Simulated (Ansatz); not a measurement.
An Ansatz (a first-principles code) input (plane-wave PAW DFT at the PBE level (Ansatz, 420 eV), no spin-orbit coupling, earlier PAW set):

Ansatz 0.2 input:
```yaml
crystal:
  lattice:
    - [0, 2.0491600965, 2.0491600965]
    - [2.0491600965, 0, 2.0491600965]
    - [2.0491600965, 2.0491600965, 0]
  atoms:
    - { symbol: Ag, position: [0, 0, 0] }
basis: { ecutwfc: 420, ecutrho_ratio: 4, xc_grid: 2, fft_grid_basis: typed }
kpoints: { mp_grid: { grid: [27, 27, 27] } }
hamiltonian:
  xc: pbe
  dispersion: none
  pseudopotentials: { azcp: { folder: ./paw }, kind: paw }
scf: { occupations: { method: fermi_dirac, width: 0.1 }, convergence: { dr2_threshold: 0.0000000001 } }
relax: { f_tol: 0.005, max_steps: 50 }
output: { forces: true, stress: true }
checkpoint: { write: state.ck, write_every: 1000 }
```

Which symmetry and how many k-points will the program report, and about how many plane waves at Γ?

Space group Fm-3m (ITA 225) with 48 operations, k-points 560 of 19683, and 331 plane waves at Γ.

And the final pressure?

3.72 GPa (compression positive).

The cells carry an imposed strain or load. No phonon test of stability was made. The cell was made from Ag in the fcc (Cu type) structure (space group Fm-3m, No. 225) by this change: isotropic strain −1.22 %.
